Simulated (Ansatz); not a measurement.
The parent structure is ZnSiP2 in the chalcopyrite structure (space group I-42d, No. 122; a = 5.3775 Å, c = 10.4661 Å). Axes: x, y, z lie along a, b, c of the conventional cell.

The values are results of r2SCAN in Ansatz (plane waves to 500 eV, PAW, spin-orbit coupling left out), not measurements.

Base values:

```
Item                                   Value
---------------------  ---------------------
Band gap                             1.55 eV
Valence-band top at Γ  0.00, -0.13, -0.13 eV
```

Perturbation: the cell is compressed by 0.49 % along z with no lateral relaxation; the atoms relax in the strained cell.

**Question.** Predict the new band gap.

**Answer.** The band gap shrinks by 0.048 eV to 1.51 eV.

**Question.** Predict the new valence-band top at Γ.

**Answer.** The valence-band top at Γ (three highest levels, from the VBM) becomes 0.00, -0.15, -0.15 eV (base: 0.00, -0.13, -0.13 eV).

Whether these cells are dynamically stable was not tested.

Ansatz is a quantum-chemistry and plane-wave program.
